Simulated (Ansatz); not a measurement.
The starting structures come from a database of crystals and need not be the phases stable at ambient conditions.

The decay constant κ of evanescent states in the gap governs leakage through a thin film.

Data:

```xyz
14
Lattice="3.7993 0.0000 0.0000 0.0000 11.8034 0.0000 0.0000 0.0000 6.8884" Properties=species:S:1:pos:R:3 pbc="T T T"
Na     1.8997     8.0443     0.5879
Na     1.8997     3.7592     6.3005
Na     1.8997     9.6609     4.0320
Na     1.8997     2.1426     2.8563
Mg     0.0000     5.9017     3.4442
Mg     0.0000     0.0000     0.0000
Cl     0.0000     2.3202     0.8273
Cl     0.0000     9.4832     6.0611
Cl     0.0000     3.5815     4.2715
Cl     0.0000     8.2219     2.6169
Cl     1.8997    11.2880     1.6384
Cl     1.8997     0.5155     5.2500
Cl     1.8997     6.4172     5.0826
Cl     1.8997     5.3863     1.8058
```

Space group of this cell: Pbam. The cell is taken as given.

Transport runs along the normal of the first two printed cell vectors.

No gap correction and no spin-orbit coupling; mid-gap values are interpolated between computed energies.

Q: State the band gap and the smallest decay constant κ at mid-gap according to Ansatz (a program for electronic structure) with r2SCAN.

A: Gap 5.83 eV on a 8×4×6 mesh; κ = 0.388 1/Å, at the zone centre.
